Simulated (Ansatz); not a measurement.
Worked example: self-consistent single point of Sb (R-3m, 2 atoms in the cell) in Ansatz (a quantum-chemistry and plane-wave program).

Method: PBEsol, default PAW files made with PBE (plane waves; Ansatz).

The change in words: lattice scaled by 0.98; basis.ecutwfc: 30.9 Ry → 10.7 Ry. Reference geometry:
```
CELL_PARAMETERS angstrom
      3.97713    -2.16578     0.00000
      3.97713     2.16578     0.00000
      2.79774     0.00000     3.56101
ATOMIC_POSITIONS crystal
  Sb 0.23791 0.23791 0.23791
  Sb 0.76650 0.76650 0.76650
```

Reference input (self-consistent single point, DFT, PBEsol, plane waves, default PAW files made with PBE): basis.ecutwfc = 30.9 Ry; kpoints.mp_grid.grid = 9 9 9; hamiltonian.xc = pbesol; hamiltonian.pseudopotentials = {kind: paw} (the program's default PAW files); scf.occupations.method = fermi_dirac; scf.occupations.width = 0.0073 Ry. This run's input differs from it in these lines:

Ansatz 0.2 input:
```diff
@@ -3,5 +3,5 @@
   lattice:
-    - [3.977128, -2.165775, 0.000000]
-    - [3.977128, 2.165775, 0.000000]
-    - [2.797739, 0.000000, 3.561009]
+    - [3.897585, -2.122460, 0.000000]
+    - [3.897585, 2.122460, 0.000000]
+    - [2.741784, 0.000000, 3.489789]
   atoms:
@@ -10,3 +10,3 @@
 basis:
-  ecutwfc: 30.9 Ry
+  ecutwfc: 10.7 Ry
 kpoints:
```

Output, abridged:

```
SCF iter   1: F=—  HF=-12665.777332 eV  |F-HF|=—  |Δ(HF+E_count)|=         —  Δρ=4.18e-1  dr2=5.33e1  ethr=1.77e-3  ⟨swp⟩=5.2  Hψ=7707  notcnv=0
all-band conjugate gradients solve this SCF's bands
preconditioner: auto → Kerker (q_TF=auto, 2.446 Å⁻¹)
SCF iter   2: F=—  HF=-12638.140116 eV  |F-HF|=—  |Δ(HF+E_count)|=    2.76e1  Δρ=2.11e-1  dr2=1.32e1  ethr=1.77e-3  ⟨swp⟩=4.0  Hψ=4933  notcnv=0
   [... lines left out ...]
SCF iter   6: F=—  HF=-12629.920709 eV  |F-HF|=—  |Δ(HF+E_count)|=   4.52e-4  Δρ=2.93e-4  dr2=1.01e-4  ethr=3.08e-6  ⟨swp⟩=1.8  Hψ=1742  notcnv=0
SCF iter   7: F=—  HF=-12629.920661 eV  |F-HF|=—  |Δ(HF+E_count)|=   4.81e-5  Δρ=6.59e-5  dr2=3.56e-6  ethr=3.37e-7  ⟨swp⟩=2.0  Hψ=2015  notcnv=0
SCF iter   8: F=—  HF=-12629.920360 eV  |F-HF|=—  |Δ(HF+E_count)|=   3.01e-4  Δρ=1.16e-5  dr2=8.13e-8  ethr=3.33e-10  ⟨swp⟩=3.2  Hψ=5895  notcnv=0
SCF iter   9: F=-12629.920360 eV  HF=-12629.920360 eV  |F-HF|=3.71e-9  |Δ(HF+E_count)|=   2.85e-8  Δρ=3.23e-6  dr2=6.16e-9  ethr=2.71e-10  ⟨swp⟩=2.0  Hψ=5166  notcnv=0
SCF 1 converged in 9 iterations: F = -12629.920360 eV  dr2 = 6.16e-9
Free energy (F): -12629.920360 eV
Internal energy: -12629.911737 eV  (E = F + TS)
E sigma→0 (E₀):  -12629.916048 eV
Entropy (-TS):   -0.008623 eV (-4.311 meV/atom)
Fermi energy:    10.095765 eV
--- Forces (eV/Å), atoms counted from 1 ---
  atom   1  Sb     0.50591366    -0.00000000     0.16755616
  atom   2  Sb    -0.50591366     0.00000000    -0.16755616
--- Stress (GPa, compression-positive) ---
      -30.016347       0.000000      -2.600153
        0.000000     -22.165530       0.000000
       -2.600153       0.000000     -23.026688
  P = ⅓ Tr σ = -25.0695 GPa (-250.695 kbar)
  The stress holds the Pulay correction. Without it, at fixed plane waves, as pw.x and ABINIT print it: P = -1899.1350 GPa
```

The run converged in 9 iterations. Against the reference run the free energy rises by 93.1 eV/atom, the pressure goes from -1.45 to -25.07 GPa and the largest force goes from 0.152 to 0.533 eV/Å.

The starting cell has typed, rounded lattice constants, without a prior relaxation at this level. Its lattice was rescaled by up to half a per cent. One atom was moved a little off its site on purpose. For this run, on top of that: lattice scaled by 0.98. Ansatz's pressure includes its estimate of the finite-basis (Pulay) stress. Without the estimate this run gives -1899.13 GPa. The cutoff lies below the one recommended for these files.
